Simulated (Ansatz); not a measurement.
A relaxation of the atoms of LiZn3 (I4mm, 4 atoms in the cell) with Ansatz (a first-principles code).

Method: LDA (PW92), default PAW files made with PBE (plane waves; Ansatz).

The change in words: one atom moved by 0.15 angstrom; relax: default → atoms; relax.f_tol: default → 0.001 eV/Å. Reference geometry:
```xyz
4
Lattice="0.0000 3.0201 3.0201 3.0201 0.0000 3.0201 3.0201 3.0201 0.0000" Properties=species:S:1:pos:R:3 pbc="T T T"
Li     0.0000     0.0000     0.0000
Zn     1.5101     1.5101     1.5101
Zn     4.5302     4.5302     4.5302
Zn     3.0201     3.0201     3.0201
```

Reference input (self-consistent single point, DFT, LDA (PW92), plane waves, default PAW files made with PBE): basis.ecutwfc = 30.9 Ry; kpoints.mp_grid.grid = 10 10 10; hamiltonian.xc = lda; hamiltonian.pseudopotentials = {kind: paw} (the program's default PAW files); scf.occupations.method = gaussian; scf.occupations.width = 0.0073 Ry. This run's input differs from it in these lines:

```diff
@@ -6,3 +6,3 @@
   atoms:
-    - { symbol: Li, position_ang: [0.000000, 0.000000, 0.000000] }
+    - { symbol: Li, position_ang: [-0.000000, -0.000000, 0.149998] }
     - { symbol: Zn, position_ang: [1.510072, 1.510072, 1.510072] }
@@ -19,2 +19,4 @@
   occupations: { method: gaussian, width: 0.0073 Ry }
+relax:
+  f_tol: 0.001
 output:
```

Output, abridged:

```
   [... SCF lines of the steps left out ...]
relax step   1: F+E_penalty+E_count = -9941.05651773 eV  Δ(F+E_penalty+E_count) = +0.000e0 eV  max|allowed force component| = 4.518e-1 eV/Å  Δτ_max = 0.0000 Å  (8 SCF iters, dr2 threshold 1.00e-7 eV, accepted)
relax step   2: F+E_penalty+E_count = -9941.08719091 eV  Δ(F+E_penalty+E_count) = -3.067e-2 eV  max|allowed force component| = 1.381e-1 eV/Å  Δτ_max = 0.0783 Å  (5 SCF iters, dr2 threshold 1.28e-5 eV, accepted)
relax step   3: F+E_penalty+E_count = -9941.09036087 eV  Δ(F+E_penalty+E_count) = -3.170e-3 eV  max|allowed force component| = 3.199e-3 eV/Å  Δτ_max = 0.0336 Å  (5 SCF iters, dr2 threshold 1.19e-6 eV, accepted)
relax step   4: F+E_penalty+E_count = -9941.09036091 eV  Δ(F+E_penalty+E_count) = -4.675e-8 eV  max|allowed force component| = 3.146e-3 eV/Å  Δτ_max = 0.0000 Å  (5 SCF iters, accepted)
relax step   5: F+E_penalty+E_count = -9941.09036408 eV  Δ(F+E_penalty+E_count) = -3.168e-6 eV  max|allowed force component| = 4.664e-5 eV/Å  Δτ_max = 0.0006 Å  (5 SCF iters, accepted)
the relaxation is at rest under the 8 symmetry operations that the run kept from its start: a minimum is not shown …
Stability not checked: this state was not tested for a lower state beside it, because too few of the mixer's solves of this state at the end of the SCF gave a …
Free energy (F): -9941.090364 eV
Internal energy: -9941.084784 eV  (E = F + TS)
E sigma→0 (E₀):  -9941.087574 eV
Entropy (-TS):   -0.005580 eV (-1.395 meV/atom)
Fermi energy:    9.405462 eV
--- Forces (eV/Å), atoms counted from 1 ---
  atom   1  Li     0.00000000     0.00000000    -0.00004701
   [... lines left out ...]
  atoms:
    - { symbol: Li, position: [0.0062100443586862765, 0.0062100443586862765, -0.0062100443586862765] }
    - { symbol: Zn, position: [0.25620787509601584, 0.25620787509601584, 0.243792124903984] }
    - { symbol: Zn, position: [0.7562078750960158, 0.7562078750960158, 0.7437921249039839] }
    - { symbol: Zn, position: [0.506207135545638, 0.506207135545638, 0.49379286445436177] }
```

The run converged. 

Summary of the result:
| Quantity | Result |
|---|---|
| Free energy E − TS (on the zero of these files) | -9941.0904 eV |
| Fermi level (on the code's own zero) | 9.41 eV |
| Pressure | -4.95 GPa |
| Relaxation steps | 5 |

The starting cell comes from a database of computed structures (which also holds hypothetical and non-ambient phases and stackings), without a prior relaxation at this level. Its lattice was rescaled by up to half a per cent. For this run, on top of that: one atom moved by 0.15 angstrom. The relaxation keeps the symmetry of its start, so its end need not be a minimum. Ansatz's pressure includes its estimate of the finite-basis (Pulay) stress.

Cost on one core of a shared machine: roughly 70 s.

Keys are those of Ansatz 0.2.
